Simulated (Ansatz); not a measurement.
SrBr2 (Pnma, No. 62; cell taken from a computed entry)

All values below come from r²SCAN in Ansatz (plane waves, PAW).

Run with plane-wave cutoff 500 eV, 4×8×6 k mesh (along the axes of the cell as run), Fermi–Dirac smearing 0.05 eV, scalar-relativistic PAW data made under PBE.

Cell: relaxed at this level.

| Property | Result |
|---|---|
| volume per atom | 35.15 Å³/atom |
| band gap | 5.15 eV (on the SCF k mesh) |

Note: the relaxation could not lower the start's symmetry, so the cell can be a saddle point above a distorted one.

Spin–orbit coupling is not included.

Ansatz is a quantum-chemistry and plane-wave program.
